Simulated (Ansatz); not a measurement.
## CdS under a change: isotropic strain −2.00 %

Start from CdS in the zinc blende structure (space group F-43m, No. 216; a = 5.824 Å).

It is then changed as follows: every lattice vector is shortened by 2.00 %, atoms relaxed at fixed cell.

Method: PBEsol (Ansatz, a program for electronic structure), scalar-relativistic without spin-orbit coupling. k-mesh 10×10×10 (Γ-centred); smearing 0.05 eV (Fermi–Dirac).

The volume per atom drops by 1.452 Å³, from 24.70 Å³ to 23.24 Å³ and the shortest interatomic distance drops by 0.095 bohr (4.766 bohr → 4.671 bohr). The energy increases by 18 meV/atom and the pressure goes from zero to 42.8 kbar. The band gap rises by 0.12 eV, from 1.01 eV to 1.13 eV and the gap character stays direct at Γ. The mean gap deformation potential ΔEg/Δln V comes out as -2.0 eV and the width of the top valence band rises by 0.225 eV (2.24 eV → 2.47 eV). The electron mass becomes 0.12 mₑ (at Γ) (base: 0.11 mₑ (at Γ)) and the hole mass (degenerate bands, along [100]) becomes 0.13, 0.69, 0.69 mₑ (at Γ) (base: 0.12, 0.75, 0.75 mₑ (at Γ)).

Final structure:

```xyz
2
Lattice="0.0000 2.8539 2.8539 2.8539 0.0000 2.8539 2.8539 2.8539 0.0000" Properties=species:S:1:pos:R:3 pbc="T T T"
Cd     0.0000     0.0000     0.0000
S      1.4269     1.4269     1.4269
```

Effective masses come from finite differences of ±0.01 Å⁻¹. Stability against distortions was not tested.
